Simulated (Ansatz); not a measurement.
Output of an Ansatz run (abridged):

```
WARN ansatz: RAYON_NUM_THREADS=1 ignored (pool sized by the plan → 1); use --threads N
Pseudopotentials: kind: paw
Pseudopotential: Sn, paw, valence charge 14
Crystal: 1 atoms, lattice volume = 28.124 Å³
Basis set: ecut = 420 eV, 553 PW (Γ), exchange–correlation on 48×48×48 points (8 copies of the dense FFT grid, shifted against one another)
Bands: 11, of which v1, the nominal top of the filled ones, is band 7 counted from 1 (6 counted from 0)
Symmetry: 8 space group operations
Space group: Immm (ITA 71), of the structure as read, at distance tolerance 3.0e-5 Å
k-points: 343 of 2197
PAW frozen core: Sn, regenerated for the run's functional, and the local potential with it
Initial density: superposition of atomic densities (neutral atoms: chi_scale 0, normalization atom), corrected by the library's trained network
Initial wavefunctions: pseudopotential atomic-orbital guess
Eigensolver: davidson
Functional: x = pbesol(κ = 0.804, μ = 0.12345679012345678), c = pbesol(β = 0.046)
SCF iter   1: F=—  HF=-5949.748167 eV  |F-HF|=—  |Δ(HF+E_count)|=         —  Δρ=2.59e-3  dr2=1.04e-3  ethr=1.77e-3  ⟨swp⟩=5.0  Hψ=22069  notcnv=0
all-band conjugate gradients solve this SCF's bands
preconditioner: auto → none
SCF iter   2: F=—  HF=-5949.747192 eV  |F-HF|=—  |Δ(HF+E_count)|=   9.76e-4  Δρ=1.50e-3  dr2=3.80e-4  ethr=7.43e-6  ⟨swp⟩=1.8  Hψ=6810  notcnv=0
SCF iter   3: F=—  HF=-5949.747094 eV  |F-HF|=—  |Δ(HF+E_count)|=   9.80e-5  Δρ=5.73e-4  dr2=6.50e-5  ethr=2.71e-6  ⟨swp⟩=2.0  Hψ=6137  notcnv=0
SCF iter   4: F=—  HF=-5949.747036 eV  |F-HF|=—  |Δ(HF+E_count)|=   5.73e-5  Δρ=9.31e-5  dr2=1.62e-6  ethr=4.64e-7  ⟨swp⟩=2.0  Hψ=6108  notcnv=0
iter 5 did not close the SCF: its close was put off for the readings that it lacked (scf_convergence_deferred on its scf_iter line)
SCF iter   5: F=-5949.747035 eV  HF=-5949.747035 eV  |F-HF|=3.17e-8  |Δ(HF+E_count)|=   1.63e-6  Δρ=1.09e-5  dr2=1.79e-8  ethr=1.16e-8  ⟨swp⟩=2.0  Hψ=6138  notcnv=0
SCF iter   6: F=-5949.747035 eV  HF=-5949.747035 eV  |F-HF|=2.70e-9  |Δ(HF+E_count)|=   1.52e-8  Δρ=2.87e-6  dr2=1.99e-9  ethr=1.28e-10  ⟨swp⟩=2.9  Hψ=14270  notcnv=0
SCF 1 converged in 6 iterations: F = -5949.747035 eV  dr2 = 1.99e-9
SCF converged after 6 iterations
Free energy (F): -5949.747035 eV
Harris-Foulkes:  -5949.747035 eV  (|F-HF|=2.70e-9)
Internal energy: -5949.728020 eV  (E = F + TS)
E sigma→0 (E₀):  -5949.737527 eV
Entropy (-TS):   -0.019015 eV (-19.015 meV/atom)
Fermi energy:    10.235814 eV
--- Per-component energies (eV) ---
  E_band       = -88.861325
  E_kinetic    = 185.929227
  E_local      = -851.925381  (includes V_loc(G=0)·N_el)
  E_nonlocal   = -30.947066
  E_hartree    = 528.479046
  E_xc         = -379.443859
  E_vxc        = -96.984986  (∫ρ·V_xc dr)
  E_paw        = -4063.360426  (= ΣΔE_a)
  E_vpaw       = -351.893257  (= ΣTr[D̂ρ^β])
  E_aug_tail   = -0.000000  (compensation charges beyond the density's cutoff)
  E_ewald      = -1338.744399
  E_core_change = 0.284840  (= ΣΔE_core)
  E_smearing   = -0.019015  (= −TS)
  E_closure    = 0.000000  (closes the sum)
  Σ components = -5949.747035   (vs F -5949.747035, Δ=0.00e0)
--- Forces (eV/Å), atoms counted from 1 ---
  atom   1  Sn     0.00000000     0.00000000     0.00000000
  max |Σ_I F_I| component: 3.08e-33 eV/Å
--- Stress (GPa, compression-positive) ---
       -2.609361      -0.000000       0.000000
       -0.000000      -2.825388       0.000000
        0.000000       0.000000      -3.470106
  P = ⅓ Tr σ = -2.9683 GPa (-29.683 kbar)
  The stress holds the Pulay correction. Without it, at fixed plane waves, as pw.x and ABINIT print it: P = -3.0006 GPa
--- Band table (eV; the first three rows and the last of 343) ---
  k-point 0: bands = ["-11.2732", "-11.2184", "-11.2041", "-11.1940", "-11.1040", "-0.6743", "16.8619", "17.0022", "18.9275", "20.5390", "21.6052"]
  k-point 1: bands = ["-11.2683", "-11.2157", "-11.2042", "-11.1881", "-11.1064", "-0.5343", "16.4448", "16.4908", "18.1223", "20.6321", "21.5323"]
  k-point 2: bands = ["-11.2648", "-11.2065", "-11.1981", "-11.1707", "-11.1122", "-0.1139", "15.2717", "15.5117", "16.4895", "19.5833", "19.9178"]
  k-point 342: bands = ["-11.2903", "-11.2471", "-11.0852", "-11.0736", "-11.0517", "6.6924", "8.3002", "9.4620", "11.5504", "13.5054", "16.9050"]
```

The structure:

```
CELL_PARAMETERS angstrom
     -1.69629     1.96052     2.11419
      1.69629    -1.96052     2.11419
      1.69629     1.96052    -2.11419
ATOMIC_POSITIONS crystal
  Sn 0.00000 0.00000 0.00000
```

What input produced this log?

Other spellings and defaults could give the same log, and not every line can be read from it. The input that was run (DFT, PBEsol, plane waves, default PAW files made with PBE):

Ansatz 0.2 input:
```yaml
# Sn
crystal:
  lattice:
    - [-1.69629400, 1.96052400, 2.11419400]
    - [1.69629400, -1.96052400, 2.11419400]
    - [1.69629400, 1.96052400, -2.11419400]
  atoms:
    - { symbol: Sn, position_ang: [0.00000000, 0.00000000, 0.00000000] }
basis:
  ecutwfc: 420.0 eV
kpoints:
  mp_grid:
    grid: [13, 13, 13]
hamiltonian:
  xc: pbesol
  pseudopotentials:
    kind: paw
scf:
  occupations:
    method: fermi_dirac
    width: 0.1 eV
output:
  forces: true
  eigenvalues: true
  stress: true
```

The starting cell comes from a database of computed structures (which also holds hypothetical and non-ambient phases and stackings), without a prior relaxation at this level. Its lattice was rescaled by up to half a per cent. Ansatz's pressure includes its estimate of the finite-basis (Pulay) stress.

Ansatz is an electronic-structure program.
